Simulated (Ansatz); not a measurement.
GaSb in the zinc blende structure (space group F-43m, No. 216)

```
CELL_PARAMETERS angstrom
      0.00000     3.10675     3.10675
      3.10675     0.00000     3.10675
      3.10675     3.10675     0.00000
ATOMIC_POSITIONS crystal
  Sb 0.75000 0.75000 0.75000
  Ga 0.00000 0.00000 0.00000
```

Computed with PBE (Ansatz, an electronic-structure program; PAW; 420 eV plane waves; without spin-orbit coupling). Γ-centred 13×13×13 mesh, Fermi–Dirac width 0.05 eV.

| Property | Result |
|---|---|
| Volume per atom | 29.99 Å³ |
| Density | 5.30 g/cm³ |
| Band gap | zero |
| Total energy | -5133.920 eV/atom (σ→0; compares only within this code and set-up) |

With Sb present, leaving out spin-orbit coupling can change the band edges. No phonon test of stability was made. All final runs are without spin polarisation. A zero or small gap of GaSb can be the functional's error rather than a property of the material.
